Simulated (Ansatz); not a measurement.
Ansatz (a first-principles code) run on Ti (P6mm, 3 atoms in the cell): relaxation of the atoms.

Level of theory: LDA (PW92), default PAW files made with PBE (plane waves; Ansatz).

The change in words: one atom moved by 0.15 angstrom; relax: default → atoms; relax.f_tol: default → 0.001 eV/Å. Reference geometry:
```
CELL_PARAMETERS angstrom
      4.54453     0.00000     0.00000
     -2.27227     3.93568     0.00000
      0.00000     0.00000     2.81211
ATOMIC_POSITIONS crystal
  Ti 0.00000 0.00000 0.00000
  Ti 0.33333 0.66667 0.50000
  Ti 0.66667 0.33333 0.50000
```

Reference input (self-consistent single point, DFT, LDA (PW92), plane waves, default PAW files made with PBE): basis.ecutwfc = 420 eV; kpoints.mp_grid.grid = 8 8 12; hamiltonian.xc = lda; hamiltonian.pseudopotentials = {kind: paw} (the program's default PAW files); scf.occupations.method = fermi_dirac; scf.occupations.width = 0.1 eV. This run's input differs from it in these lines:

```diff
@@ -7,3 +7,3 @@
   atoms:
-    - { symbol: Ti, position: [0.000000, 0.000000, 0.000000] }
+    - { symbol: Ti, position: [0.000000, 0.000000, 0.053341] }
     - { symbol: Ti, position: [0.333333, 0.666667, 0.500000] }
@@ -19,2 +19,4 @@
   occupations: { method: fermi_dirac, width: 0.1 eV }
+relax:
+  f_tol: 0.001
 output:
```

Log, with long lists cut:

```
   [... SCF lines of the steps left out ...]
relax step   1: F+E_penalty+E_count = -7350.90900277 eV  Δ(F+E_penalty+E_count) = +0.000e0 eV  max|allowed force component| = 7.594e-1 eV/Å  Δτ_max = 0.0000 Å  (7 SCF iters, dr2 threshold 1.00e-7 eV, accepted)
relax step   2: F+E_penalty+E_count = -7350.91456263 eV  Δ(F+E_penalty+E_count) = -5.560e-3 eV  max|allowed force component| = 7.230e-1 eV/Å  Δτ_max = 0.1950 Å  (6 SCF iters, dr2 threshold 3.60e-5 eV, accepted)
relax step   3: F+E_penalty+E_count = -7350.96657383 eV  Δ(F+E_penalty+E_count) = -5.201e-2 eV  max|allowed force component| = 1.197e-3 eV/Å  Δτ_max = 0.0952 Å  (6 SCF iters, dr2 threshold 3.27e-5 eV, accepted)
relax step   4: F+E_penalty+E_count = -7350.96657383 eV  Δ(F+E_penalty+E_count) = -1.364e-9 eV  max|allowed force component| = 1.178e-3 eV/Å  Δτ_max = 0.0000 Å  (6 SCF iters, accepted)
relax step   5: F+E_penalty+E_count = -7350.96657397 eV  Δ(F+E_penalty+E_count) = -1.342e-7 eV  max|allowed force component| = 2.793e-5 eV/Å  Δτ_max = 0.0002 Å  (7 SCF iters, accepted)
the relaxation is at rest under the 12 symmetry operations that the run kept from its start: a minimum is not shown …
Stability not checked: this state was not tested for a lower state beside it, because too few of the mixer's solves of this state at the end of the SCF gave a …
Free energy (F): -7350.966574 eV
Internal energy: -7350.860149 eV  (E = F + TS)
E sigma→0 (E₀):  -7350.913361 eV
Entropy (-TS):   -0.106425 eV (-35.475 meV/atom)
Fermi energy:    13.482453 eV
--- Forces (eV/Å), atoms counted from 1 ---
  atom   1  Ti     0.00000000    -0.00000000     0.00002773
   [... lines left out ...]
  F+E_penalty+E_count = -7350.96657397 eV   max|allowed force component| = 2.793e-5 eV/Å
  atoms:
    - { symbol: Ti, position: [5.143762083320539e-34, 8.699572160253348e-35, 0.017779053093847745] }
    - { symbol: Ti, position: [0.3333333333333333, 0.6666666666666665, 0.5177809734530762] }
    - { symbol: Ti, position: [0.6666666666666667, 0.33333333333333326, 0.5177809734530762] }
```

The run converged.  The full log also holds: “iter 5 did not close the SCF: its close was put off for the readings that it lacked (scf_convergence_deferred on its scf_iter line)”. The full log also holds: “iter 5 did not close the SCF: its close was put off for the readings that it lacked (scf_convergence_deferred on its scf_iter line)”.

Summary of the result:
```
Item                                                     Value
-----------------------------------------------  -------------
Free energy E − TS (on the zero of these files)  -7350.9666 eV
Fermi level (on the code's own zero)                  13.48 eV
Pressure                                             -6.40 GPa
Relaxation steps                                             5
```

The starting cell comes from a database of computed structures (which also holds hypothetical and non-ambient phases and stackings), without a prior relaxation at this level. Its lattice was rescaled by up to half a per cent. For this run, on top of that: one atom moved by 0.15 angstrom. Spin polarisation is off. The relaxation keeps the symmetry of its start, so its end need not be a minimum. Ansatz's pressure includes its estimate of the finite-basis (Pulay) stress.

Cost on one core of a shared machine: roughly 40 s.

Keys are those of Ansatz 0.2.
